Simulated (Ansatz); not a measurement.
MoIr (Pmma), PBEsol, DFPT electron-phonon coupling, linearised Boltzmann equation in Ansatz (a first-principles code). Phonon-limited resistivity 9.98 μΩ·cm at 300 K along y (a = (4.42, 0.00, 0.00) Å; b = (0.00, 2.74, 0.00) Å; c = (0.00, 0.00, 4.79) Å), 13.7 μΩ·cm at 400 K, current-weighted mean free path 7.3 nm, Drude plasma energy 7.19 eV.

**Question.** What is the classical skin depth at 100 GHz (nonmagnetic, μ₀ = 1.257×10⁻⁶ H/m)?

**Answer.** δ = √(ρ/(π f μ₀)) = 503 nm.

**Question.** What temperature coefficient of resistance follows, and how does it compare with 1/T?

**Answer.** (ρ₄₀₀ − ρ₃₀₀)/(100 K × ρ₃₀₀) = 3.73×10⁻³ K⁻¹, against 1/T = 3.33×10⁻³ K⁻¹ for a resistivity proportional to T. It lies higher because phonons are still being populated at 300 K; impurities would add a constant and lower it.

**Question.** Estimate the electronic thermal conductivity at 300 K by the Wiedemann-Franz law (L₀ = 2.44×10⁻⁸ W·Ω/K²).

**Answer.** L₀T/ρ = 2.44×10⁻⁸ × 300/(9.98×10⁻⁸) = 73.3 W/(m·K). Inelastic scattering puts the true Lorenz number somewhat under L₀ near and below the Debye temperature.

A metal at this level (no band gap). Only scattering by harmonic phonons is included (no impurities, grain boundaries, electron-electron scattering or thermal expansion). Spin-orbit coupling is left out, which matters with elements this heavy. Halving the electron mesh (20x32x20) moves the resistivity by up to 4 % at 300 K, the mean free path by up to 4 %. Smearing 0.20 eV; phonons on a 3x5x3 q mesh, which this run doesn't test.

Formula and space group known from diffraction (Crystallography Open Database), not checked to be the room-temperature form: MoIr (Pmma).
